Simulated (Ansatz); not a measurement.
A self-consistent single point of K2LaAgF6 (P1, 10 atoms in the cell) with Ansatz (a quantum-chemistry and plane-wave program).

Level of theory: PBEsol, default PAW files made with PBE (plane waves; Ansatz).

The change in words: lattice scaled by 0.97; basis.ecutwfc: 30.9 Ry → 18.4 Ry. Reference geometry:
```
K2LaAgF6
1.0
    0.00000     4.43981     4.43981
    4.43981     0.00000     4.43981
    4.43981     4.43981     0.00000
K Ag La F
2 1 1 6
Direct
  0.25206   0.24744   0.25000
  0.74038   0.76003   0.74800
  0.50155   0.49975   0.50198
  0.00023   0.99664   0.00147
  0.73972   0.25247   0.25846
  0.25397   0.74571   0.74798
  0.25230   0.74772   0.24540
  0.75600   0.25223   0.74790
  0.25498   0.25185   0.74626
  0.74881   0.74615   0.25256
```

Reference input (self-consistent single point, DFT, PBEsol, plane waves, default PAW files made with PBE): basis.ecutwfc = 30.9 Ry; kpoints.mp_grid.grid = 4 4 4; hamiltonian.xc = pbesol; hamiltonian.pseudopotentials = {kind: paw} (the program's default PAW files); scf.occupations.method = cold; scf.occupations.width = 0.01 Ry. This run's input differs from it in these lines:

Ansatz 0.2 input:
```diff
@@ -2,5 +2,5 @@
   lattice:
-    - [0.000000, 4.439814, 4.439814]
-    - [4.439814, 0.000000, 4.439814]
-    - [4.439814, 4.439814, 0.000000]
+    - [0.000000, 4.306620, 4.306620]
+    - [4.306620, 0.000000, 4.306620]
+    - [4.306620, 4.306620, 0.000000]
   atoms:
@@ -17,3 +17,3 @@
 basis:
-  ecutwfc: 30.9 Ry
+  ecutwfc: 18.4 Ry
 kpoints:
```

Output (repeated stretches shortened):

```
SCF iter   1: F=—  HF=-21509.614768 eV  |F-HF|=—  |Δ(HF+E_count)|=         —  Δρ=8.34e-2  dr2=3.75e0  ethr=1.77e-3  ⟨swp⟩=6.2  Hψ=6966  notcnv=0
all-band conjugate gradients solve this SCF's bands
preconditioner: auto → Resta (q_TF=auto, 2.479 Å⁻¹)
SCF iter   2: F=—  HF=-21508.453292 eV  |F-HF|=—  |Δ(HF+E_count)|=    1.16e0  S|Δr|=   1.35e-6  Δρ=2.08e-2  dr2=2.71e-1  ethr=1.77e-3  ⟨swp⟩=2.8  Hψ=4052  notcnv=0  defer=79
   [... lines left out ...]
SCF iter   7: F=—  HF=-21508.442922 eV  |F-HF|=—  |Δ(HF+E_count)|=   5.24e-7  S|Δr|=    0.00e0  Δρ=3.70e-5  dr2=1.79e-6  ethr=7.09e-9  ⟨swp⟩=2.1  Hψ=2755  notcnv=0  defer=96
SCF iter   8: F=—  HF=-21508.442922 eV  |F-HF|=—  |Δ(HF+E_count)|=   3.93e-7  S|Δr|=    0.00e0  Δρ=1.13e-5  dr2=2.16e-7  ethr=1.98e-9  ⟨swp⟩=2.0  Hψ=3338  notcnv=0  defer=94
SCF iter   9: F=-21508.442922 eV  HF=-21508.442922 eV  |F-HF|=4.58e-10  |Δ(HF+E_count)|=  7.79e-10  S|Δr|=    0.00e0  Δρ=2.48e-6  dr2=1.79e-8  ethr=1.11e-10  ⟨swp⟩=9.7  Hψ=8957  notcnv=0
SCF 1 converged in 9 iterations: F = -21508.442922 eV  dr2 = 1.79e-8
Stability not checked (fill_not_monotonic)
Free energy (F): -21508.442922 eV
Internal energy: -21508.442922 eV  (E = F + TS)
E sigma→0 (E₀):  -21508.442922 eV
Fermi energy:    9.270047 eV
--- Forces (eV/Å), atoms counted from 1 ---
  atom   1  K      0.03100819     0.00507228     0.01077920
  atom   2  K     -0.02128474     0.01074678    -0.02413574
  atom   3  Ag     0.08370763    -0.14247593    -0.04627570
  atom   4  La     0.37365387    -0.11787956     0.33133184
  atom   5  F     -0.77077734    -0.01716621    -0.09317697
   [... lines left out ...]
  atom  10  F     -0.00504361    -0.02416052     0.26582749
--- Stress (GPa, compression-positive) ---
       15.091596       0.087322      -0.060308
        0.087322      16.252225       0.156447
       -0.060308       0.156447      15.310397
  P = ⅓ Tr σ = 15.5514 GPa (155.514 kbar)
  The stress holds the Pulay correction. Without it, at fixed plane waves, as pw.x and ABINIT print it: P = -75.3062 GPa
```

The run converged in 9 iterations. Against the reference run the free energy goes up by 2.02 eV/atom, the pressure goes from 8.10 to 15.55 GPa, the largest force goes from 1.047 to 0.777 eV/Å and the gap on the mesh goes from 1.486 to 1.429 eV.

The starting cell was generated: these elements placed on a structure prototype, without a prior relaxation; it need not be a known phase or ordering of this composition. Its atoms were displaced at random from the sites of space group no. 225. For this run, on top of that: lattice scaled by 0.97. Ansatz's pressure includes its estimate of the finite-basis (Pulay) stress. Without the estimate this run gives -75.31 GPa. The cutoff lies below the one recommended for these files.
